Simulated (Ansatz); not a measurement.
```xyz
2
Lattice="0.0000 1.8052 1.8052 1.8052 0.0000 1.8052 1.8052 1.8052 0.0000" Properties=species:S:1:pos:R:3 pbc="T T T"
B      0.0000     0.0000     0.0000
N      0.9026     0.9026     0.9026
```

No spin polarisation.

Calculations: PBE, PAW, 420 eV (Ansatz, a program for electronic structure; no spin-orbit coupling). Settings: 16×16×16 k-points, 0.05 eV Fermi–Dirac smearing.

Problem. What electron mass does the calculation give?

Solution. 0.91 mₑ along k, 0.30 mₑ across (at X).

Problem. Estimate the gap character.

Solution. Indirect, Γ → X.

Problem. Predict the smallest direct gap.

Solution. 8.85 eV.

Load acts through the strain it causes; cell and atoms are relaxed under it. Effective masses come from finite differences of ±0.01 Å⁻¹. Along k means along the line from Γ to the band edge. No phonon test of stability was made. The cell was made from BN in the zinc blende structure (space group F-43m, No. 216) by this change: pressure 4.5 GPa.
